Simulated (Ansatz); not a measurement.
A self-consistent single point of Li3YBi2 (P3m1, 6 atoms in the cell) with Ansatz (a first-principles code).

Method: PBEsol, default PAW files made with PBE (plane waves; Ansatz).

The change in words: lattice scaled by 0.98; basis.ecutwfc: 420 eV → 190 eV. Reference geometry:
```xyz
6
Lattice="4.6148 0.0000 0.0000 -2.3074 3.9965 0.0000 0.0000 0.0000 7.2877" Properties=species:S:1:pos:R:3 pbc="T T T"
Li     2.3074     1.3322     2.6075
Li     0.0000     2.6644     4.7302
Li     0.0000     0.0000     3.6438
Y      0.0000     0.0000     0.0000
Bi     2.3074     1.3322     5.4846
Bi     0.0000     2.6644     1.8030
```

Reference input (self-consistent single point, DFT, PBEsol, plane waves, default PAW files made with PBE): basis.ecutwfc = 420 eV; kpoints.mp_grid.grid = 7 7 4; hamiltonian.xc = pbesol; hamiltonian.pseudopotentials = {kind: paw} (the program's default PAW files); scf.occupations.method = gaussian; scf.occupations.width = 0.1 eV. This run's input differs from it in these lines:

Ansatz 0.2 input:
```diff
@@ -3,14 +3,14 @@
   lattice:
-    - [4.614810, 0.000000, 0.000000]
-    - [-2.307405, 3.996543, 0.000000]
-    - [0.000000, 0.000000, 7.287698]
+    - [4.522514, 0.000000, 0.000000]
+    - [-2.261257, 3.916612, 0.000000]
+    - [0.000000, 0.000000, 7.141944]
   atoms:
-    - { symbol: Li, position_ang: [2.307407, 1.332180, 2.607546] }
-    - { symbol: Li, position_ang: [-0.000002, 2.664363, 4.730153] }
-    - { symbol: Li, position_ang: [0.000000, 0.000000, 3.643849] }
+    - { symbol: Li, position_ang: [2.261259, 1.305536, 2.555395] }
+    - { symbol: Li, position_ang: [-0.000002, 2.611076, 4.635550] }
+    - { symbol: Li, position_ang: [0.000000, 0.000000, 3.570972] }
     - { symbol: Y, position_ang: [0.000000, 0.000000, 0.000000] }
-    - { symbol: Bi, position_ang: [2.307407, 1.332180, 5.484649] }
-    - { symbol: Bi, position_ang: [-0.000002, 2.664363, 1.803049] }
+    - { symbol: Bi, position_ang: [2.261259, 1.305536, 5.374956] }
+    - { symbol: Bi, position_ang: [-0.000002, 2.611076, 1.766988] }
 basis:
-  ecutwfc: 420.0 eV
+  ecutwfc: 190.0 eV
 kpoints:
```

Output (repeated stretches shortened):

```
SCF iter   1: F=—  HF=-28863.952512 eV  |F-HF|=—  |Δ(HF+E_count)|=         —  Δρ=6.13e-2  dr2=2.51e0  ethr=1.77e-3  ⟨swp⟩=6.3  Hψ=3555  notcnv=0
all-band conjugate gradients solve this SCF's bands
preconditioner: auto → Resta (q_TF=auto, 2.337 Å⁻¹)
SCF iter   2: F=—  HF=-28862.839688 eV  |F-HF|=—  |Δ(HF+E_count)|=    1.11e0  Δρ=2.62e-2  dr2=3.64e-1  ethr=1.77e-3  ⟨swp⟩=2.0  Hψ=1726  notcnv=0  defer=38
   [... lines left out ...]
SCF iter   5: F=—  HF=-28862.670231 eV  |F-HF|=—  |Δ(HF+E_count)|=   1.86e-5  Δρ=2.07e-4  dr2=7.87e-5  ethr=1.63e-6  ⟨swp⟩=2.0  Hψ=974  notcnv=0  defer=38
SCF iter   6: F=—  HF=-28862.670323 eV  |F-HF|=—  |Δ(HF+E_count)|=   9.20e-5  Δρ=3.68e-5  dr2=2.24e-6  ethr=1.57e-7  ⟨swp⟩=2.1  Hψ=1061  notcnv=0  defer=38
SCF iter   7: F=—  HF=-28862.670323 eV  |F-HF|=—  |Δ(HF+E_count)|=   3.14e-8  Δρ=8.67e-6  dr2=1.52e-7  ethr=4.48e-9  ⟨swp⟩=2.0  Hψ=1073  notcnv=0  defer=38
SCF iter   8: F=-28862.670323 eV  HF=-28862.670323 eV  |F-HF|=1.46e-10  |Δ(HF+E_count)|=   3.76e-9  Δρ=1.67e-6  dr2=3.67e-9  ethr=2.00e-10  ⟨swp⟩=8.9  Hψ=3215  notcnv=0
SCF 1 converged in 8 iterations: F = -28862.670323 eV  dr2 = 3.67e-9
Free energy (F): -28862.670323 eV
Internal energy: -28862.666362 eV  (E = F + TS)
E sigma→0 (E₀):  -28862.668343 eV
Entropy (-TS):   -0.003961 eV (-0.660 meV/atom)
Fermi energy:    9.451158 eV
--- Forces (eV/Å), atoms counted from 1 ---
  atom   1  Li     0.00000000     0.00000000    -0.17174590
  atom   2  Li     0.00000000    -0.00000000     0.06676171
  atom   3  Li     0.00000000     0.00000000    -0.00032710
  atom   4  Y      0.00000000     0.00000000     0.03576008
  atom   5  Bi     0.00000000    -0.00000000    -0.01258409
  atom   6  Bi    -0.00000000     0.00000000     0.08216598
--- Stress (GPa, compression-positive) ---
        4.506730      -0.000000       0.000000
        0.000000       4.506730      -0.000000
        0.000000       0.000000       3.354646
  P = ⅓ Tr σ = 4.1227 GPa (41.227 kbar)
  The stress holds the Pulay correction. Without it, at fixed plane waves, as pw.x and ABINIT print it: P = -188.5372 GPa
```

The run converged in 8 iterations. Against the reference run the free energy rises by 4.95 eV/atom, the pressure goes from -0.86 to 4.12 GPa and the largest force goes from 0.121 to 0.172 eV/Å.

The starting cell comes from a database of computed structures (which also holds hypothetical and non-ambient phases and stackings), without a prior relaxation at this level. Its lattice was rescaled by up to half a per cent. One atom was moved a little off its site on purpose. For this run, on top of that: lattice scaled by 0.98. Ansatz's pressure includes its estimate of the finite-basis (Pulay) stress. Without the estimate this run gives -188.54 GPa. The cutoff lies below the one recommended for these files.
